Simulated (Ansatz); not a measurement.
System: interstitial H in rock-salt TaC (neutral cell). Method: PBE, PAW (plane waves to 420 eV; Ansatz, a quantum-chemistry and plane-wave program).

Cell of 64 host sites held at the relaxed PBE lattice; a 3×3×3 k-point mesh shifted by half a step; Fermi-Dirac width 0.10 eV, spin-restricted; finite-size errors left in. Static, classical nuclei. Spin-orbit coupling is left out. Sites that were not tried may lie lower.

Barriers: single points on a 4×4×4 k-point mesh shifted by half a step at the bands' geometries.

The step: H moves alone to another site (a rearrangement that moves the defect's centre by under 1 Å). Atoms about the jump, Cartesian Å from the middle of the jump, before and after:

| atom | x0 | y0 | z0 | x1 | y1 | z1 |
|---|---|---|---|---|---|---|
| H1 | 0.24 | 0.24 | 0.24 | -0.24 | -0.24 | -0.24 |
| C2 | 0.91 | 0.91 | 0.90 | 0.92 | 0.92 | 0.91 |
| Ta3 | -1.48 | 0.92 | 0.91 | -1.37 | 0.89 | 0.89 |
| Ta4 | 0.92 | 0.92 | -1.48 | 0.89 | 0.89 | -1.37 |
| Ta5 | 0.92 | -1.48 | 0.92 | 0.89 | -1.37 | 0.89 |
| C6 | -1.35 | 0.89 | -1.36 | -1.39 | 0.92 | -1.40 |
| C7 | -1.35 | -1.35 | 0.88 | -1.39 | -1.39 | 0.91 |
| C8 | 0.89 | -1.35 | -1.36 | 0.92 | -1.39 | -1.40 |
| Ta9 | -1.34 | -1.34 | -1.35 | -1.37 | -1.37 | -1.37 |

Task: Give the saddle-point geometry and the barrier.

Result: 
```csv
atom,x,y,z
H1,-0.06,-0.05,-0.06
C2,0.92,0.92,0.92
Ta3,-1.40,0.90,0.90
Ta4,0.90,0.90,-1.40
Ta5,0.90,-1.40,0.90
C6,-1.38,0.90,-1.39
C7,-1.38,-1.38,0.90
C8,0.90,-1.38,-1.38
Ta9,-1.36,-1.37,-1.37
```
It lies 0.38 eV above the start and 0.044 eV above the end. The saddle point's order was not checked, and it lies on a symmetry element of the cell, where a band can be held.
